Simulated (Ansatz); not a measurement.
The structure below was relaxed with plane-wave PAW DFT at the PBEsol level (Ansatz, an electronic-structure program, 420 eV), scalar-relativistic without spin-orbit coupling, earlier PAW set.

```xyz
6
Lattice="-1.6752 1.6752 9.3340 1.6752 -1.6752 9.3340 1.6752 1.6752 -9.3340" Properties=species:S:1:pos:R:3 pbc="T T T"
Zn     0.0000     0.0000     0.0000
Ge     0.0000     0.0000     6.7550
Ge     0.0000     0.0000    11.9130
W      0.0000     0.0000    14.6951
W      0.0000     0.0000     3.9729
W      0.0000     0.0000     9.3340
```

Problem. Find the space group and the Wyckoff positions.

Solution. Space group I4/mmm (No. 139); a = 3.350 Å, b = 3.350 Å, c = 18.668 Å, α = 90.00°, β = 90.00°, γ = 90.00°

```csv
atom,site,symmetry,x,y,z
Zn,2a,4/mmm,0.0000,0.0000,0.0000
Ge,4e,4mm,0.0000,0.0000,0.3618
W,4e,4mm,0.0000,0.0000,0.2128
W,2b,4/mmm,0.0000,0.0000,0.5000
```

Problem. Describe the coordination.

Solution. The crystal has 12 atoms in its conventional cell. Cell: a = b = 3.3505 Å, c = 18.6680 Å, α = β = γ = 90.00°. Zn has 4 W at 2.369 Å (square planar). Ge sees 1 W at 2.579 Å and 5 W at 2.749–2.782 Å. W1 sees 4 W at 2.746 Å and 4 W at 3.350 Å and 5 Ge at 2.749–2.782 Å. W2 has 4 Zn at 2.369 Å and 2 Ge at 2.579 Å (octahedral). (Neighbours: up to the widest gap in distance over summed covalent radii, below 1.35, at either atom; cation-cation and far metal-metal contacts left out.)

Each cell is one ordered arrangement of few atoms, which overstates ordering effects compared with a random alloy. No phonon test of stability was made. The final runs are not spin-polarised. The cell was made from WGe by this change: x(Zn) = 0.333, 6 atoms, I4/mmm. ZnW3Ge2 has a high density of states at the Fermi level and may be magnetic at this level. Under x(Zn) = 0.333, 6 atoms, I4/mmm the cell changed shape so far that it is another structure.
